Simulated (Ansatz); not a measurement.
Defect migration in monoclinic HfO2 with all lengths changed by -1 %: interstitial H, charge state +1. The step: H moves alone to another site; the atom moves 2.06 Å along (0.13, -0.32, 0.22) of the unit cell; the moving atom starts with neighbours O at 0.98, O at 2.02, O at 2.19 Å and ends with O at 0.98, O at 2.02, O at 2.19 Å. DFT values are from Ansatz (plane-wave PAW, 420 eV unless said) in a cell of 96 host sites, spin-restricted, static, with no finite-size correction. The charge state is imposed; whether it is stable for some Fermi level was not computed. Sites that were not tried may lie lower. The start lies 0.085 eV above the lowest site run (PBE). For the PBE band: the saddle point's order was not checked, and it lies on a symmetry element of the cell, where a band can be held.

| Level | Forward barrier (eV) | Cost of the band or of the saddle's single point |
|---|---|---|
| CHGNet universal potential (has no charge state), its own band | 0.79 | - |
| PBE, the Γ point alone, band relaxed | 1.07 | very roughly 40 core-minutes |
| PBE, a 2×2×2 k-point mesh shifted by half a step, same geometries | 1.04 | about 20 core-minutes (a rough figure) |

Ansatz is an electronic-structure program.
